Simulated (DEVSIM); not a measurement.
Device: abrupt Ge n-p junction, at 400 K.

```
layer (left to right)  material  thickness (μm)  Nd (cm⁻³)  Na (cm⁻³)  τn (s)  τp (s)
---------------------  --------  --------------  ---------  ---------  ------  ------
1                            Ge           0.120     9.2e15          -  1.6e-5  1.6e-5
2                            Ge            4.80          -     3.3e17  1.6e-5  1.6e-5
```

Left contact: ohmic. Right contact: ohmic. Voltage is applied to the left contact. Recombination: SRH at mid-gap, Auger. Mobility is constant in doping.

Constants are typed, rounded textbook-type inputs, not results; the design itself was drawn at random and stands for no fabricated device. Values at 300 K; Nc and Nv go as T^1.5, mobilities as T to minus their exponent, the gap by Varshni's rule with the affinity fixed.

```
parameter               Ge
----------------  --------
gap (eV)             0.664
affinity (eV)            4
permittivity            16
Nc (cm⁻³)          1.04e19
Nv (cm⁻³)             6e18
μn (cm²/Vs)           3900
μp (cm²/Vs)           1900
T exponent of μn      1.66
T exponent of μp      2.33
Cn (cm⁶/s)           1e-31
Cp (cm⁶/s)           1e-31
Varshni α (eV/K)  0.000477
Varshni β (K)          235
```

Simulated with DEVSIM: 1D drift-diffusion, Boltzmann statistics, complete ionisation; no tunnelling, impact ionisation, image-force lowering or self-heating.

The doping Nd of layer 1 was swept, all else fixed.

| doping Nd of layer 1 (cm^-3) | largest field in the device at zero bias (V/cm) | potential step across the device at zero bias (V) |
|---|---|---|
| 2.8e14 | 31000 | 0.191 |
| 9.2e14 | 32000 | 0.199 |
| 2.8e15 | 33000 | 0.218 |
| 9.2e15 | 36000 | 0.253 |
| 2.8e16 | [?] | 0.290 |
| 9.2e16 | 67000 | 0.331 |
| 2.8e17 | 100000 | 0.370 |

Some entries are withheld; supply them.


- 2.8e16, largest field in the device at zero bias (V/cm): 44000
